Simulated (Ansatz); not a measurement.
AlAs (model structure, started from the BN type, Pm-3n, No. 223, 12 atoms in the cell)

The numbers are results of PBEsol (PAW; Ansatz, a quantum-chemistry and plane-wave program), not measurements.

Numerical settings: plane-wave cutoff 520 eV, 6×6×6 k mesh, Fermi–Dirac smearing 0.01 eV, scalar-relativistic PAW data made under PBE.

Cell (relaxed with PBEsol):

```cif
data_Al6As6
_chemical_formula_sum 'Al6 As6'
_space_group_name_H-M_alt 'Pm-3n'
_space_group_IT_number 223
_space_group_name_Hall '-P 4n 2 3'
_cell_length_a 6.98433
_cell_length_b 6.98433
_cell_length_c 6.98433
_cell_angle_alpha 90.000
_cell_angle_beta 90.000
_cell_angle_gamma 90.000
loop_
_atom_site_label
_atom_site_type_symbol
_atom_site_symmetry_multiplicity
_atom_site_Wyckoff_symbol
_atom_site_fract_x
_atom_site_fract_y
_atom_site_fract_z
_atom_site_occupancy
Al1 Al 6 c 0.00000 0.50000 0.25000 1
As1 As 6 d 0.00000 0.25000 0.50000 1
```

```yaml
band_gap: 1.22 eV (indirect)
smallest_direct_gap_on_the_k_points_sampled: 1.34 eV
direct gap at Γ: 1.40 eV
```

Note: the relaxation could raise the start's symmetry but not lower it, so the cell can be a saddle point.

Spin–orbit coupling is not included.

The computed numbers hold no vibrational or temperature effects.

Computing time: very roughly 40 core-seconds.

A model structure was made by putting elements into a prototype or built by hand; it is no filed structure, need not be a known phase, and can be a saddle point held by its symmetry.
